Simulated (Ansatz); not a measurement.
**PBE against PBEsol: hypothetical P4_32_12 C, biaxial strain −0.44 %, plane normal [001], relaxed out of plane**

Start from C (space group P4_32_12, No. 96; a = 3.802 Å, c = 4.681 Å; a hypothetical phase, not in the database extracts checked). Axes: x, y, z lie along a, b, c of the conventional cell.

(Cell as relaxed with PBE.)

Levels (all Ansatz, a first-principles code, PAW): PBE (420 eV, no spin-orbit coupling); PBEsol (420 eV, without spin-orbit coupling).

Each level relaxes its own structure.

```tsv
base	PBE	PBEsol
volume per atom	5.64 Å³	5.54 Å³
lattice parameter a	7.185 bohr	7.148 bohr
```

Now apply this change: compressive biaxial strain of 0.44 % in the plane normal to [001], as in epitaxy on a mismatched substrate; the out-of-plane cell vector and the atoms relax.

```json
[
 {"quantity": "out-of-plane strain", "PBE": "+0.08 %", "PBEsol": "[?]"},
 {"quantity": "pressure (mean of the normal stresses, compression positive)", "PBE": "3.56 GPa", "PBEsol": "[?]"}
]
```

**Question.** Predict the PBEsol column.

**Answer.** 
- out-of-plane strain, PBEsol: +0.09 %
- pressure (mean of the normal stresses, compression positive), PBEsol: 3.71 GPa

PBE's pressure lies 0.15 GPa below PBEsol's. Neither level is exact; PBEsol is the comparison here, not a measurement.

No phonon test of stability was made.
